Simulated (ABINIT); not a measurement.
ABINIT run on MoIr3 (P6_3/mmc, 8 atoms in the cell): self-consistent single point.

Computed with PBEsol, PAW (JTH v2.0 PBE PAW, files made for PBE) (plane waves; ABINIT 10.0.3).

The change in words: lattice scaled by 0.98. Reference geometry:
```
CELL_PARAMETERS angstrom
      5.50902     0.00000     0.00000
     -2.75451     4.77095     0.00000
      0.00000     0.00000     4.39795
ATOMIC_POSITIONS crystal
  Mo 0.33333 0.66667 0.25000
  Mo 0.66667 0.33333 0.75000
  Ir 0.83368 0.66735 0.25000
  Ir 0.16633 0.33265 0.75000
  Ir 0.16633 0.83368 0.75000
  Ir 0.83368 0.16633 0.25000
  Ir 0.33265 0.16633 0.25000
  Ir 0.66735 0.83368 0.75000
```

Reference input (self-consistent single point, DFT, PBEsol, plane waves, PAW (JTH v2.0 PBE PAW, files made for PBE)): pseudos = [Mo.GGA_PBE-JTH.xml, Ir.GGA_PBE-JTH.xml]; ecut = 20 Ha; pawecutdg = 40 Ha; pawxcdev = 0; ixc = -116133; occopt = 3; tsmear = 0.136 eV; ngkpt = 5 5 6; nshiftk = 1; shiftk = 0 0 0; potentials = JTH v2.0 PBE PAW; nband = 73. This run's input differs from it in these lines:

```diff
@@ -5,5 +5,5 @@
 rprim
-         5.5090198441    0.0000000362    0.0000000000
-        -2.7545099534    4.7709511169    0.0000000000
-         0.0000000000    0.0000000000    4.3979500000
+         5.3988396588    0.0000000792    0.0000000000
+        -2.6994198980    4.6755322559    0.0000000000
+         0.0000000000    0.0000000000    4.3099910000
 natom 8
```

Log, with long lists cut:

```
--- !BeginCycle
solver: {iscf: 17, nstep: 50, nline: 4, wfoptalg: 10, }
tolerances: {tolvrs: 1.00E-10, }
...

     iter   Etot(hartree)      deltaE(h)  residm     nres2
 ETOT  1  -594.92113123281    -5.949E+02 1.292E+00 3.114E+01
 ETOT  2  -600.58815163614    -5.667E+00 6.637E-02 3.316E+01
 ETOT  3  -600.51515621514     7.300E-02 4.339E-02 1.643E+01
 ETOT  4  -600.49242194963     2.273E-02 5.909E-02 1.024E+00
 ETOT  5  -600.49325688930    -8.349E-04 1.941E-02 2.331E-01
   [... 10 lines left out ...]
 ETOT 16  -600.49473813406    -1.363E-08 2.161E-03 1.722E-08
 ETOT 17  -600.49473813957    -5.509E-09 1.289E-03 5.170E-10
 ETOT 18  -600.49473814184    -2.265E-09 1.233E-03 3.432E-09
 ETOT 19  -600.49473814278    -9.467E-10 6.600E-04 6.562E-11
 At SCF step   19       nres2   =  6.56E-11 < tolvrs=  1.00E-10 =>converged.

 Cartesian components of stress tensor (hartree/bohr^3)
  sigma(1 1)= -6.57840747E-04  sigma(3 2)=  0.00000000E+00
  sigma(2 2)= -6.57840747E-04  sigma(3 1)=  0.00000000E+00
  sigma(3 3)= -6.81244802E-04  sigma(2 1)=  1.32721323E-13

 ----iterations are completed or convergence reached----

 reduced coordinates (array xred) for    8 atoms
       0.333333333333      0.666666666667      0.250000000000
       0.666666666667      0.333333333333      0.750000000000
       0.833675000000      0.667350000000      0.250000000000
       0.166325000000      0.332650000000      0.750000000000
       0.166325000000      0.833675000000      0.750000000000
       0.833675000000      0.166325000000      0.250000000000
   [... lines left out ...]
 Fermi (or HOMO) energy (hartree) =   0.59331   Average Vxc (hartree)=  -0.49679
 Fermi (or HOMO) energy (eV) =  16.14488   Average Vxc (eV)= -13.51829
   [... lines left out ...]
'-kT*entropy'       : -1.07782270362548E-02
total_energy        : -6.00494736431290E+02
total_energy_eV     : -1.63402927789413E+04
...

-Cartesian components of stress tensor (GPa)         [Pressure=  1.9584E+01 GPa]
- sigma(1 1)= -1.93543397E+01  sigma(3 2)=  0.00000000E+00
- sigma(2 2)= -1.93543397E+01  sigma(3 1)=  0.00000000E+00
- sigma(3 3)= -2.00429107E+01  sigma(2 1)=  3.90479547E-09

 Calculation completed.
```

The run converged in 19 iterations. Against the reference run the free energy rises by 35.9 meV/atom, the pressure goes from -4.93 to 19.58 GPa and the largest force goes from 0.018 to 0.049 eV/Å.

The starting cell comes from a database of computed structures (which also holds hypothetical and non-ambient phases and stackings), without a prior relaxation at this level. For this run, on top of that: lattice scaled by 0.98. Spin polarisation is off. The potentials were made for another functional than the one used. With a pressure of about 20 GPa the cell is away from its equilibrium volume at this level.

Cost on one core of a shared machine: roughly 6 min.
